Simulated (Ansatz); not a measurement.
An Ansatz (a first-principles code) run: KTlSe2; PBEsol (Ansatz; PAW; 420 eV plane waves; no spin-orbit coupling).

Input:

Ansatz 0.2 input:
```yaml
crystal:
  lattice:
    - [-4.0111776508, 4.0111776508, 3.5262334324]
    - [4.0111776508, -4.0111776508, 3.5262334324]
    - [4.0111776508, 4.0111776508, -3.5262334324]
  atoms:
    - { symbol: K, position: [0.25, 0.25, 0] }
    - { symbol: K, position: [0.75, 0.75, 0] }
    - { symbol: Tl, position: [0.75, 0.25, 0.5] }
    - { symbol: Tl, position: [0.25, 0.75, 0.5] }
    - { symbol: Se, position: [0.6790873192, 0.1790873192, 0.8581746384] }
    - { symbol: Se, position: [0.3209126808, 0.8209126808, 0.1418253616] }
    - { symbol: Se, position: [0.1790873192, 0.3209126808, 0.5] }
    - { symbol: Se, position: [0.8209126808, 0.6790873192, 0.5] }
basis: { ecutwfc: 420, ecutrho_ratio: 4, xc_grid: 2, fft_grid_basis: typed }
kpoints: { mp_grid: { grid: [6, 6, 6] } }
hamiltonian:
  xc: pbesol
  dispersion: none
  pseudopotentials: { kind: paw }
scf: { occupations: { method: fermi_dirac, width: 0.05 }, convergence: { dr2_threshold: 0.0000000008 } }
output: { forces: true, stress: true }
```

Output (explanatory and most iteration lines left out):

```
Pseudopotential: K, paw, valence charge 9
Pseudopotential: Tl, paw, valence charge 13
Pseudopotential: Se, paw, valence charge 16
Crystal: 8 atoms, lattice volume = 226.942 Å³
Basis set: ecut = 420 eV, 4391 PW (Γ), exchange–correlation on 90×90×90 points (8 copies of the dense FFT grid, shifted against one another)
Bands: 62, of which v1, the nominal top of the filled ones, is band 54 counted from 1 (53 counted from 0)
Symmetry: 16 space group operations
Space group: I4/mcm (ITA 140), of the structure as read, at distance tolerance 6.1e-5 Å
k-points: 30 of 216
Functional: x = pbesol(κ = 0.804, μ = 0.12345679012345678), c = pbesol(β = 0.046)
SCF iter   1: F=—  HF=-47325.357288 eV  |F-HF|=—  |Δ(HF+E_count)|=         —  Δρ=2.78e-3  dr2=2.25e-2  ethr=1.77e-3  ⟨swp⟩=6.9  Hψ=7306  notcnv=0  defer=16
SCF iter   2: F=—  HF=-47325.349156 eV  |F-HF|=—  |Δ(HF+E_count)|=   8.13e-3  Δρ=1.22e-3  dr2=4.02e-3  ethr=2.08e-5  ⟨swp⟩=2.3  Hψ=3352  notcnv=0  defer=44
SCF 1 converged in 8 iterations: F = -47325.348735 eV  dr2 = 5.96e-10
SCF converged after 8 iterations
Free energy (F): -47325.348735 eV
Internal energy: -47325.348734 eV  (E = F + TS)
E sigma→0 (E₀):  -47325.348735 eV
Entropy (-TS):   -0.000002 eV (-0.000 meV/atom)
Fermi energy:    6.910304 eV
--- Forces (eV/Å), atoms counted from 1 ---
  atom   1  K      0.00000000     0.00000000     0.00000000
  atom   2  K     -0.00000000    -0.00000000     0.00000000
  atom   3  Tl    -0.00000000    -0.00000000     0.00000000
  atom   4  Tl    -0.00000000     0.00000000     0.00000000
  atom   5  Se     0.00143977     0.00143977     0.00000000
  atom   6  Se    -0.00143977    -0.00143977     0.00000000
  atom   7  Se    -0.00143977     0.00143977    -0.00000000
  atom   8  Se     0.00143977    -0.00143977    -0.00000000
--- Stress (GPa, compression-positive) ---
        0.004127       0.000000       0.000000
        0.000000       0.004127       0.000000
       -0.000000      -0.000000       0.001772
  P = ⅓ Tr σ = 0.0033 GPa (0.033 kbar)
```

Spin-orbit coupling, missing from the scalar runs, can matter with Tl. Stability against distortions was not tested. The cell is KTlSe2 (space group I4/mcm, No. 140; a cell from a computed database, its experimental status unchecked).
